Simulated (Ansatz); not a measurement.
La2Hf2O7 (Fd-3m, No. 227, 22 atoms in the cell; start mp-12533): smallest direct gap on the k points sampled by level of theory

No measured value is used here.

| level (code) | value (eV) |
|---|---|
| LDA (Ansatz) | 4.16 |
| PBEsol (Ansatz) | 4.20 |
| HSE06 (Ansatz) | ? |

Problem. Some entries are withheld; supply them.

Solution. 
- HSE06 (Ansatz, a program for electronic structure), value (eV): 5.90

Computed values are for a static lattice. Spin–orbit coupling is included only where a level's name says +SOC; with heavier elements it mostly lowers gaps and can invert bands.  Values are at the PBEsol cell. Cutoffs and k meshes differ between the levels. Ansatz's density-functional and Hartree–Fock values are scalar-relativistic unless marked +SOC, with PAW data made under PBE.

A start named mp-… is a Materials Project structure, which need not be a measured phase.
